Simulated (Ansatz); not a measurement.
Input:

End structure of a constructed model of the (111) surface of fcc Pd, a layer of Ge in place of the second plane (bottom of the slab: a bare face, its two planes held):

```yaml
crystal:
  lattice:
    - [2.78861, 0.00000, 0.00000]
    - [-1.39431, 2.41501, 0.00000]
    - [0.00000, 0.00000, 27.50000]
  atoms:
    - { symbol: Pd, position: [0.33333, 0.66667, 0.29716] }
    - { symbol: Pd, position: [0.66667, 0.33333, 0.37995] }
    - { symbol: Pd, position: [0.00000, 0.00000, 0.46284] }
    - { symbol: Pd, position: [0.33333, 0.66667, 0.54806] }
    - { symbol: Ge, position: [0.66667, 0.33333, 0.62213] }
    - { symbol: Pd, position: [0.00000, 0.00000, 0.69608] }
```

Slab: 6 atoms, 11.2 Å thick at the start; k 15x15x1, smearing 0.1 eV, dipole-corrected; 2 atoms held, the rest relaxed; held to the start's symmetry, so lower structures may exist; no spin, no spin-orbit, no U. It is one candidate, not shown to be the stable structure of the face.

Q: What work function of the top face does Ansatz (a quantum-chemistry and plane-wave program) with PBE give?

A: 4.75 eV
